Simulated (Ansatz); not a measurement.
Ge: pressure series

Base system: Ge in the diamond structure (space group Fd-3m, No. 227; a = 5.676 Å).

Cell and atoms are relaxed at each pressure.

Method: DFT with PBEsol, PAW potentials and a 420 eV plane-wave cutoff in Ansatz (a quantum-chemistry and plane-wave program), scalar-relativistic without spin-orbit coupling.

Question: Only one of these has a band gap. Which?
(A) pressure 9 GPa
(B) pressure −1 GPa
(C) pressure −2 GPa

Answer: A, pressure 9 GPa. Computed: pressure 9 GPa: 0.33 eV; pressure −2 GPa: zero; pressure −1 GPa: zero

Load acts through the strain it causes; cell and atoms are relaxed under it. No phonon test of stability was made. Tetrahedral semiconductors of this kind turn to denser phases somewhere between about 1 and 50 GPa; those were not computed, so compressed cells here can lie past the real transition. A zero or small gap of Ge can be the functional's error rather than a property of the material.
